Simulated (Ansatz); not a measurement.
**A computed series for LiF: response to strain**

Take LiF in the rock salt structure (space group Fm-3m, No. 225) as the base.

```
CELL_PARAMETERS angstrom
      0.00000     2.00393     2.00393
      2.00393     0.00000     2.00393
      2.00393     2.00393     0.00000
ATOMIC_POSITIONS crystal
  Li 0.00000 0.00000 0.00000
  F  0.50000 0.50000 0.50000
```

Cartesian axes are those of the cell as printed.

Strains are applied to the cell and any free atomic positions relax; under biaxial strain the out-of-plane vector relaxes too.

The values are results of PBEsol (Ansatz, an electronic-structure program), no SOC, not measurements.

| biaxial strain, plane normal [001], relaxed out of plane (%) | out-of-plane strain (%) |
|---|---|
| 0 | 0.00 |
| 0.5 | -0.36 |
| 1 | -0.71 |
| 1.5 | -1.05 |
| 2 | -1.37 |
| 2.5 | ? |
| 3 | -2.00 |

**Question.** Fit ε⊥ = −νε + γε² (strains in %) to the rows shown and predict the withheld row.

**Answer.** Least squares on the printed values gives ν = 0.73 (the biaxial Poisson response) and γ = 0.021 (largest residual 0.00 %); this predicts -1.69 %, and the run gives -1.69 %, in agreement.

Stability against distortions was not tested.
